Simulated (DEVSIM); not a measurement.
Structure: Cr/SiON/SiO2/p-Si capacitor, at 300 K.

```tsv
layer (left to right)	material	thickness (nm)	Na (cm⁻³)
1	SiON	29.0	-
2	SiO2	1.30	-
3	Si	9700	3.5e15
```

Metal gate on the left, work function 4.5 eV. Fixed charge at the semiconductor interface -5.2e10 cm⁻² (in units of +e); no interface traps.

The device is made up for the run: typed textbook-type constants, with dimensions and the other settings drawn at random. Values at 300 K.

```
parameter      SiON  SiO2       Si
-------------  ----  ----  -------
gap (eV)          7     9    1.124
affinity (eV)   1.4   0.9     4.05
permittivity    5.5   3.9     11.7
Nc (cm⁻³)         -     -  2.86e19
Nv (cm⁻³)         -     -   3.1e19
```

DEVSIM, 1D Poisson equation in equilibrium, Boltzmann statistics, complete ionisation; no quantum confinement or tunnelling. Metal contacts follow the ideal Schottky-Mott rule: no Fermi-level pinning, no interface dipoles.

The gate work function was swept, all else fixed.

```
gate work function (eV)  flat-band voltage (V)  threshold voltage (band bending 2φF) (V)
-----------------------  ---------------------  ----------------------------------------
4.2                                      -0.69                                      0.14
4.35                                     -0.54                                      0.29
4.5                                      -0.39                                      0.44
4.65                                     -0.24                                      0.59
4.8                                      -0.09                                      0.74
```

From the first row to the last the flat-band voltage goes from -0.69 to -0.09. From the first row to the last the threshold voltage (band bending 2φF) goes from 0.14 to 0.74.
